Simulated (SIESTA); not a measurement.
A self-consistent single point of TlCuO2 (P6_3/mmc, 8 atoms in the cell) with SIESTA.

Method of the run: GGA PBEsol with spin-orbit coupling, numerical atomic orbitals DZP, PseudoDojo PBEsol fully relativistic norm-conserving potentials (rewritten from UPF to PSML) in SIESTA.

```
TlCuO2
1.0
    3.53703     0.00000     0.00000
   -1.76852     3.06316     0.00000
    0.00000     0.00000    11.77167
Tl Cu O
2 2 4
Direct
  0.00000   0.00000   0.50000
  0.00000   0.00000   0.00000
  0.33333   0.66667   0.25000
  0.66667   0.33333   0.75000
  0.33333   0.66667   0.40433
  0.66667   0.33333   0.59567
  0.66667   0.33333   0.90433
  0.33333   0.66667   0.09567
```

Reference input (self-consistent single point, DFT, GGA PBEsol, numerical atomic orbitals DZP, PseudoDojo PBEsol standard norm-conserving potentials (rewritten from UPF to PSML)): XC.functional = GGA; XC.authors = PBEsol; potentials = PseudoDojo PBEsol standard; PAO.BasisSize = DZP; PAO.EnergyShift = 0.01 Ry; MeshCutoff = 300 Ry; kgrid.MonkhorstPack = 9 9 3; OccupationFunction = MP; OccupationMPOrder = 0; ElectronicTemperature = 50 meV; MaxSCFIterations = 150; SCF.Mixer.Method = Broyden. This run's input differs from it in these lines:

```diff
@@ -1,2 +1,2 @@
-# files in the folder: Tl.psml Cu.psml O.psml (PseudoDojo PBEsol standard)
+# files in the folder: Tl.psml Cu.psml O.psml (PseudoDojo PBEsol fully relativistic)
 SystemName  TlCuO2
@@ -42,2 +42,13 @@
 ElectronicTemperature        50.0 meV
+Spin                         spin-orbit
+%block DM.InitSpin
+  1 0.00 0.00 0.00
+  2 0.00 0.00 0.00
+  3 0.00 0.00 0.00
+  4 0.00 0.00 0.00
+  5 0.00 0.00 0.00
+  6 0.00 0.00 0.00
+  7 0.00 0.00 0.00
+  8 0.00 0.00 0.00
+%endblock DM.InitSpin
```

Log, with long lists cut:

```
        iscf     Eharris(eV)        E_KS(eV)     FreeEng(eV)     dDmax    Ef(eV) dHmax(eV)
   scf:    1   -13717.888335   -14842.246290   -14842.268647  1.542525  1.672082116.518240
     spin moment: {S} , |S| = {   -0.00000    0.00000    0.00000 }     0.00000
   scf:    2   -15367.505458   -15382.728848   -15382.729215  1.242015 -4.592880  8.900883
     spin moment: {S} , |S| = {    0.00000   -0.00000    0.00000 }     0.00000
   scf:    3   -15387.542692   -15385.275667   -15385.276942  0.022195 -4.534441  6.889670
     spin moment: {S} , |S| = {    0.00000   -0.00000    0.00000 }     0.00000
   [... lines left out ...]
     spin moment: {S} , |S| = {    0.00000    0.00000    0.00000 }     0.00000
   scf:   12   -15388.398277   -15388.398169   -15388.404429  0.001301 -4.443793  0.023371
     spin moment: {S} , |S| = {   -0.00000    0.00000    0.00000 }     0.00000
   scf:   13   -15388.398271   -15388.398226   -15388.404449  0.000396 -4.446377  0.001154
     spin moment: {S} , |S| = {   -0.00000    0.00000    0.00000 }     0.00000
   scf:   14   -15388.398205   -15388.398224   -15388.404450  0.000032 -4.446442  0.000940
     spin moment: {S} , |S| = {   -0.00000    0.00000    0.00000 }     0.00000
SCF Convergence by DM+H criterion
max |DM_out - DM_in|         :     0.0000323855
max |H_out - H_in|      (eV) :     0.0009402232
SCF cycle converged after 14 iterations

Using DM_out to compute the final energy and forces

siesta: E_KS(eV) =           -15388.3982

siesta: E_KS - E_eggbox =    -15388.3982

siesta: Atomic forces (eV/Ang):
     1   -0.000000    0.000000    0.000000
     2   -0.000000   -0.000000   -0.000000
     3   -0.000008    0.000004    0.000000
     4    0.000008   -0.000004    0.000000
     5   -0.000520    0.000300    0.269721
     6    0.000520   -0.000300   -0.269721
     7    0.000520   -0.000300    0.269721
     8   -0.000520    0.000300   -0.269721
   Tot   -0.000000    0.000000   -0.000000
   Max    0.269721
   Res    0.110113    sqrt( Sum f_i^2 / 3N )
   Max    0.269721    constrained

   [... lines left out ...]
siesta: FreeEng =    -15388.404450
siesta: Cell volume =        127.539944 Ang**3
siesta:         -58.10303319        -66.32077930  kBar
   [... lines left out ...]
     5    -0.454831    6.454831    0.000000   -0.000000    0.000000    0.000000  O
     6    -0.454831    6.454831    0.000000   -0.000000    0.000000    0.000000  O
     7    -0.454831    6.454831    0.000000   -0.000000    0.000000    0.000000  O
     8    -0.454831    6.454831    0.000000   -0.000000    0.000000    0.000000  O
 Total    -0.000000                0.000000   -0.000000    0.000000    0.000000
```

The run converged in 14 iterations. Against the reference run the pressure goes from -5.54 to -5.81 GPa and the largest force goes from 0.233 to 0.270 eV/Å.

The starting cell comes from a database of computed structures (which also holds hypothetical and non-ambient phases and stackings), without a prior relaxation at this level. Values carry the incompleteness of an atom-centred basis. With a pressure of about -6 GPa the cell is away from its equilibrium volume at this level. The run gives no clean gap (levels at the Fermi energy touch, overlap or are partly filled at this smearing), which alone does not show that the compound is a metal.

Cost on one core of a shared machine: roughly 3 min.
